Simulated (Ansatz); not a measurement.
# Mg2O (model structure, started from the Ca2N type, R-3m, No. 166, 3 atoms in the cell): properties by level of theory

| level (code) | equilibrium lattice constant a (Å) | c axis length (Å) | cohesive energy (eV/atom) |
|---|---|---|---|
| LDA (Ansatz) | 3.006 | 14.801 | … |
| PBE (Ansatz) | … | … | … |
| PBE-D3(BJ) (Ansatz) | 3.033 | 14.898 | … |
| r²SCAN (Ansatz) | … | 14.995 | 3.80 |

**Question.** Fill in the missing entries.

**Answer.** 
- LDA (Ansatz, an electronic-structure program), cohesive energy (eV/atom): 4.25
- PBE (Ansatz), equilibrium lattice constant a (Å): 3.077
- PBE (Ansatz), c axis length (Å): 15.128
- PBE (Ansatz), cohesive energy (eV/atom): 3.60
- PBE-D3(BJ) (Ansatz), cohesive energy (eV/atom): 3.88
- r²SCAN (Ansatz), equilibrium lattice constant a (Å): 3.038

Ansatz's density-functional and Hartree–Fock values are scalar-relativistic unless marked +SOC, with PAW data made under PBE.

Free atoms are spin-polarised, in the lowest state found; at levels without +SOC their spin–orbit coupling is left out.

A model structure was made by putting elements into a prototype or built by hand; it is no filed structure, need not be a known phase, and can be a saddle point held by its symmetry.
